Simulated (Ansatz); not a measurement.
**InSe: H interstitial (started 2.71 Å from the nearest host atom), symmetric start**

The reference is an 8-atom supercell of InSe in the beta-GaS type structure (space group P6_3/mmc, No. 194; a = 4.032 Å, c = 16.763 Å; layered, stacked along the Cartesian z axis) at its relaxed geometry.

Perturbation: a neutral H interstitial (started 2.71 Å from the nearest host atom), symmetric start, atoms relaxed at fixed cell.

Calculations: Kohn–Sham DFT with the PBE-D3(BJ) functional, run in Ansatz (a first-principles code) with PAW and 420 eV plane waves, without spin-orbit coupling, earlier PAW set. Γ-centred 7×7×7 mesh, Fermi–Dirac width 0.01 eV.

The pressure goes from zero to -0.7 GPa and the largest displacement of a host atom from its site in the perfect cell amounts to 0.03 Å.

Final structure:

```yaml
crystal:
  lattice:
    - [4.03204, 0.00000, 0.00000]
    - [-2.01602, 3.49185, 0.00000]
    - [-2.01602, -3.49185, 16.76258]
  atoms:
    - { symbol: In, position: [0.99993, 0.33327, 0.66660] }
    - { symbol: In, position: [0.83159, 0.49826, 0.16493] }
    - { symbol: In, position: [0.00174, 0.66841, 0.33507] }
    - { symbol: In, position: [0.16673, 0.50007, 0.83340] }
    - { symbol: Se, position: [0.42158, 0.75491, 0.08825] }
    - { symbol: Se, position: [0.25654, 0.92320, 0.58987] }
    - { symbol: Se, position: [0.57680, 0.24346, 0.91013] }
    - { symbol: Se, position: [0.74509, 0.07842, 0.41175] }
    - { symbol: H, position: [0.25000, 0.25000, 0.25000] }
```

The magnetic state is the one reached from the starting moments; the real material's order can differ, and small cells can't hold many antiferromagnetic ones. In so small a cell the defect repeats every few ångströms: this is an ordered compound, not a dilute defect. The mesh was chosen for an insulator and is coarse for the gapless case. The defect started on the symmetric site and kept its symmetry, so it may sit on a saddle. The defect cell is spin-polarised and ends with 0.2 μB, a fractional moment that hangs on the mesh and smearing.
